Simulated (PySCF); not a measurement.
PySCF 2.14.0, WB97X/def2-svpd: Mg(F)(SH)(OH2)2 ([OH2]->[Mg](<-[OH2])([F])[SH]), 10 atoms. The geometry is a generated start, not checked to be a minimum at this level.

```yaml
task: energy
method: wb97x
basis: def2-svpd
mol.max_memory: 7000 MB
mf.init_guess: minao (default)
mf.DIIS: CDIIS (default)
mf.diis_space: 8 (default)
mf.conv_tol: 1e-09 (default)
mf.grids.level: 3 (default)
basis functions (reference run): 157
grid points (reference run): 128928
```

```xyz
10

Mg     0.6863    -0.1523    -0.2721
F      1.6613    -1.3324     0.5599
S      0.6860     1.9849     0.6984
H      1.7421     1.7256     1.4436
O     -0.5883     0.2872    -1.8060
H     -0.5149     0.8345    -2.5942
H     -1.3348     0.6211    -1.2972
O     -0.9743    -1.2015     0.7694
H     -1.0404    -0.8532     1.6664
H     -0.3228    -1.9137     0.8318
```

The reference run uses exact four-centre integrals. Each setting ran once; only counts and results are compared.

Settings tried, all else as in the reference:
- COSX exchange (sgx_fit, pjs) with fitted J, mf.with_df.grids_level_i = 1, mf.with_df.grids_level_f = 3
- density fitting, auxbasis = autoaux
- COSX exchange (sgx_fit, pjs) with fitted J, mf.with_df.grids_level_i = 1, mf.with_df.grids_level_f = 1
- density fitting
- density fitting of J alone, exact K
- COSX exchange (sgx_fit, pjs) with fitted J, mf.with_df.grids_level_i = 1, mf.with_df.grids_level_f = 4
- density fitting, auxbasis = def2-universal-jfit
- COSX exchange (sgx_fit, pjs) with fitted J, mf.with_df.grids_level_i = 1, mf.with_df.grids_level_f = 2 (default)

Question: Which settings reproduce the reference to 1.0 meV/atom in energy?

Answer: Within it: density fitting, auxbasis = autoaux; density fitting; COSX exchange (sgx_fit, pjs) with fitted J, mf.with_df.grids_level_i = 1, mf.with_df.grids_level_f = 2 (default); density fitting of J alone, exact K; COSX exchange (sgx_fit, pjs) with fitted J, mf.with_df.grids_level_i = 1, mf.with_df.grids_level_f = 4; COSX exchange (sgx_fit, pjs) with fitted J, mf.with_df.grids_level_i = 1, mf.with_df.grids_level_f = 3; COSX exchange (sgx_fit, pjs) with fitted J, mf.with_df.grids_level_i = 1, mf.with_df.grids_level_f = 1. Outside: density fitting, auxbasis = def2-universal-jfit.

```csv
setting,energy against the reference
"density fitting, auxbasis = autoaux",−0.038 meV/atom
density fitting,−0.14 meV/atom
"COSX exchange (sgx_fit, pjs) with fitted J, mf.with_df.grids_level_i = 1, mf.with_df.grids_level_f = 2 (default)",−0.28 meV/atom
"density fitting of J alone, exact K",−0.32 meV/atom
"COSX exchange (sgx_fit, pjs) with fitted J, mf.with_df.grids_level_i = 1, mf.with_df.grids_level_f = 4",−0.33 meV/atom
"COSX exchange (sgx_fit, pjs) with fitted J, mf.with_df.grids_level_i = 1, mf.with_df.grids_level_f = 3",−0.33 meV/atom
"COSX exchange (sgx_fit, pjs) with fitted J, mf.with_df.grids_level_i = 1, mf.with_df.grids_level_f = 1",−0.33 meV/atom
"density fitting, auxbasis = def2-universal-jfit",+1600 meV/atom
```

Total energies are compared; such shifts often cancel in part in energy differences. sgx_fit (COSX, pjs=True) fits J as well, so its difference is the sum of the grid's shift in exchange and the fit's in Coulomb. def2-universal-jfit is made for Coulomb alone and misses functions that exchange needs. Also tried and not ranked: density fitting, auxbasis = def2-universal-jkfit (same energy as a listed run). The tolerance is a choice made for this comparison.
